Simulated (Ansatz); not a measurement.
The starting structures come from a database of crystals and need not be the phases stable at ambient conditions.

Data:

```xyz
5
Lattice="4.0748 0.0000 0.0000 0.0000 4.0748 0.0000 0.0000 0.0000 3.9949" Properties=species:S:1:pos:R:3 pbc="T T T"
K      2.0374     2.0374     1.9974
Ta     0.0000     0.0000     0.0000
O      0.0000     2.0374     0.0000
O      2.0374     0.0000     0.0000
O      0.0000     0.0000     1.9974
```

The cell is strained (lengths across the current scaled by 1.02, ions clamped); by r2SCAN it stands under a pressure of -8.1 GPa.

Transport runs along the normal of the first two printed cell vectors, the (001) (indices of the unstrained crystal) plane of the conventional cell.

The gap is the functional's own, uncorrected, and κ follows it; spin-orbit coupling is left out. Mid-gap means the computed energy nearest the middle.

Problem. Compute, with Ansatz (a quantum-chemistry and plane-wave program) with r2SCAN, the band gap and the smallest decay constant κ at mid-gap.

Solution. Gap 2.47 eV on a 8×8×8 mesh; κ = 0.255 1/Å, at the zone centre.
